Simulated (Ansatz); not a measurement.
# Several settings converged on TiHg (P4mm, 2 atoms in the cell)

```
CELL_PARAMETERS angstrom
      3.02460     0.00000     0.00000
      0.00000     3.02460     0.00000
      0.00000     0.00000     4.11345
ATOMIC_POSITIONS crystal
  Ti 0.50000 0.50000 0.51216
  Hg 0.00000 0.00000 0.00000
```
Moments meant for the start (each program seeds them in its own way; μB, in the order of the atoms Ti Hg): 1.0 0.0.

Base method: PBEsol, default PAW files made with PBE (plane waves; Ansatz, a program for electronic structure).

Base settings: basis.ecutwfc = 420 eV; kpoints.mp_grid.grid = 9 9 7; hamiltonian.xc = pbesol; hamiltonian.pseudopotentials = {kind: paw} (the program's default PAW files); magnetization.spin_polarized = true; scf.occupations.method = fermi_dirac; scf.occupations.width = 0.1 eV.

The count of work is k-points × plane waves × bands × iterations; it is no time. Core times come from one kind of shared machine, to one figure; runs under 30 s give none.

**The cutoff for other potential files**

Level: DFT, PBEsol, plane waves, harder PAW files (source: ansatz) made with PBE.

In this ladder: hamiltonian.pseudopotentials = {kind: paw, source: ansatz}.

The second cell is the first with its lattice scaled by 0.98.

The mesh stays at the base's, so the ladder's end is converged at best in this setting alone.

The first pressure column holds Ansatz's estimate of the finite-basis (Pulay) stress, which hides part of the cutoff error; the other is without it.

Only quantities that move along the ladder and can be compared are tabulated.

| basis.ecutwfc | free energy less the last step's (meV/atom) | energy of the compressed cell less the first (meV/atom) | pressure (GPa) | pressure without the Pulay estimate (GPa) | largest difference of a force vector from the last step's (eV/Å) | count of work / last | core time / last (rough) |
|---|---|---|---|---|---|---|---|
| 335 eV | 4438.70 | 6.27 | -1.93 | -183.04 | 0.072 | 0.12 | – |
| 405 eV | 979.52 | -29.21 | -6.70 | -56.99 | 0.011 | 0.13 | – |
| 520 eV | 52.47 | -13.79 | -5.20 | -9.66 | 0.003 | 0.20 | – |
| 630 eV | 1.70 | -14.30 | -5.21 | -5.40 | 0.000 | 0.25 | – |
| 740 eV | 0.45 | -14.30 | -5.21 | -5.22 | 0.000 | 0.33 | – |
| 890 eV | 0.33 | -14.30 | -5.21 | -5.22 | 0.000 | 0.43 | 0.4 |
| 1110 eV | 0.17 | -14.29 | -5.21 | -5.22 | 0.000 | 0.66 | 0.6 |
| 1480 eV | 0.00 | -14.29 | -5.21 | -5.22 | 0.000 | 1.0 | 1 |

Coarsest basis.ecutwfc that holds the forces within 0.01 eV/Å of the last step, with all finer ones: 520 eV, at 0.20 of the last step's count of work; the step before is off by 0.011 eV/Å.

Coarsest basis.ecutwfc that holds the energy of the compressed cell less the first within 2 meV/atom of the last step, with all finer ones: 520 eV, at 0.20 of the last step's count of work; the step before is off by 15 meV/atom.

Coarsest basis.ecutwfc that holds the free energy within 5 meV/atom of the last step, with all finer ones: 630 eV, at 0.25 of the last step's count of work; the step before is off by 52 meV/atom.

The energy difference between the two cells stays within 1 meV/atom of the last step's from 520 eV on, the total only from 740 eV on: much of the error is common to both cells and cancels.

At the lowest cutoff the pressure without the Pulay estimate lies 178 GPa under the last step's, the usual sign of Pulay stress in an incomplete plane-wave basis.

**The relaxed cell against the cutoff**

On TiHg (P4/mmm, 2 atoms in the cell): atoms on their sites.

In this ladder: relax = cell and atoms.

The mesh stays at the base's, so the ladder's end is converged at best in this setting alone.

Only quantities that move along the ladder and can be compared are tabulated.

| basis.ecutwfc | relaxed volume (Å³/atom) | relaxation steps | core time / last (rough) |
|---|---|---|---|
| 210 eV | 19.424 | 102 | 2 |
| 250 eV | 17.807 | 67 | 1 |
| 295 eV | 17.865 | 25 | 0.8 |
| 355 eV | 17.917 | 8 | 0.3 |
| 420 eV | 17.880 | 6 | 0.2 |
| 505 eV | 17.881 | 6 | 0.5 |
| 630 eV | 17.909 | 7 | 0.7 |
| 840 eV | 17.909 | 7 | 1 |

Coarsest basis.ecutwfc that holds the relaxed volume within 0.09 Å³/atom of the last step, with all finer ones: 295 eV; the step before is off by 0.10 Å³/atom.

At the lowest cutoff the cell relaxes to a volume 8.5 % larger than at the highest. Ansatz relaxes on a stress corrected for the finite basis.

On the base run: the starting cell comes from a database of computed structures (which also holds hypothetical and non-ambient phases and stackings), without a prior relaxation at this level. Its lattice was rescaled by up to half a per cent. One atom was moved a little off its site on purpose. With one magnetic atom in the cell only a parallel order is possible.

Keys are those of Ansatz 0.2.
